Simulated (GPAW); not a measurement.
Band structure of CoSi2 (Fm-3m, 3 atoms in the cell).

```
CELL_PARAMETERS angstrom
      0.00000     2.68000     2.68000
      2.68000     0.00000     2.68000
      2.68000     2.68000     0.00000
ATOMIC_POSITIONS crystal
  Co 0.00000 0.00000 0.00000
  Si 0.25000 0.25000 0.25000
  Si 0.75000 0.75000 0.75000
```

Method: PBE, GPAW PAW datasets PBE (gpaw-data 1.0.1) (plane waves; GPAW 25.7.0).

Settings: mode = pw; ecut = 800 eV; xc = PBE; kpts = 14 14 14; mesh shift (steps) = 0 0 0; occupations.name = methfessel-paxton; occupations.width = 0.272 eV; occupations.order = 0; nbands = -11; convergence.forces = 0.001 eV/Å; symmetry.symmorphic = false; symmetry.tolerance = 0.0005; maxiter = 150; bandpath_npoints = 40.

The starting cell has typed, rounded lattice constants, without a prior relaxation at this level. Spin polarisation is off.

Levels in eV from the Fermi level, bands 6 to 12:
```csv
point,6,7,8,9,10,11,12
Γ,-1.91,0.73,3.41,3.41,3.41,3.43,3.43
X,-1.93,-1.93,-1.92,-1.33,1.60,2.92,8.55
W,-2.29,-1.93,-1.45,-0.68,3.63,3.63,5.83
K,-2.21,-1.75,-1.22,-0.97,1.98,4.96,5.83
L,-1.62,-1.62,-0.50,-0.50,2.68,3.42,3.42
U,-2.21,-1.75,-1.22,-0.97,1.98,4.96,5.83
```

Bands cross the Fermi level along this path, so the cell is metallic at this level.
